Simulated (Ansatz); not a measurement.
Functionals compared on a constructed model of the (110) surface of bcc Nb, a pseudomorphic layer of Sn in the host's stacking (bottom of the slab: a bare face, its two planes held), in Ansatz (plane waves, PAW). The structure was relaxed with PBE; the other rows are single points on it. Cutoff 420 eV (500 eV for r2SCAN).

Model: 7-atom slab, 14.4 Å thick at the start, 14x14x1 mesh, Fermi-Dirac 0.1 eV, dipole correction, 2 atoms held, the rest relaxed; start symmetry kept, larger cells not searched; no spin, no spin-orbit, no U. It is one candidate, not shown to be the stable structure of the face. These notes are the PBE run's.

```tsv
functional	work function of the top face (eV)	rough cost of the single point
PBE	4.29	–
RPBE	4.18	around 90 core-seconds (rough)
r2SCAN	?	very roughly 2.3 core-minutes
```

Problem. What belongs in the gaps?

Solution. 
- r2SCAN, work function of the top face (eV): 4.46

Ansatz is a first-principles code.
